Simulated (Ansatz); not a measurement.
Start from SiC (space group P6_3mc, No. 186).

```yaml
crystal:
  lattice:
    - [3.07808, 0.00000, 0.00000]
    - [-1.53904, 2.66570, 0.00000]
    - [0.00000, 0.00000, 10.07605]
  atoms:
    - { symbol: Si, position: [0.00000, 0.00000, 0.50032] }
    - { symbol: Si, position: [0.00000, 0.00000, 0.00032] }
    - { symbol: Si, position: [0.33333, 0.66667, 0.25025] }
    - { symbol: Si, position: [0.66667, 0.33333, 0.75025] }
    - { symbol: C, position: [0.00000, 0.00000, 0.31286] }
    - { symbol: C, position: [0.00000, 0.00000, 0.81286] }
    - { symbol: C, position: [0.33333, 0.66667, 0.06221] }
    - { symbol: C, position: [0.66667, 0.33333, 0.56221] }
```

Cartesian axes are those of the cell as printed.

Level of theory: DFT with PBEsol, PAW potentials and a 420 eV plane-wave cutoff in Ansatz (a program for electronic structure), spin-orbit coupling left out.

Before the change:

Valence-band top at Γ: 0.00, 0.00, -0.05 eV
Shortest interatomic distance: 1.883 Å
Band gap: 2.12 eV

Modification: uniaxial strain ε_zz = −2.25 %, all other strain components held at zero; the atoms relax in the strained cell.

### Question
What happens to the valence-band top at Γ, shortest interatomic distance and band gap?

### Answer
The valence-band top at Γ (three highest levels, from the VBM) goes from 0.00, 0.00, -0.05 eV to 0.00, -0.18, -0.18 eV; the shortest interatomic distance decreases by 0.023 Å (1.883 Å → 1.860 Å); the band gap drops by 0.083 eV, from 2.12 eV to 2.03 eV.

Stability against distortions was not tested.
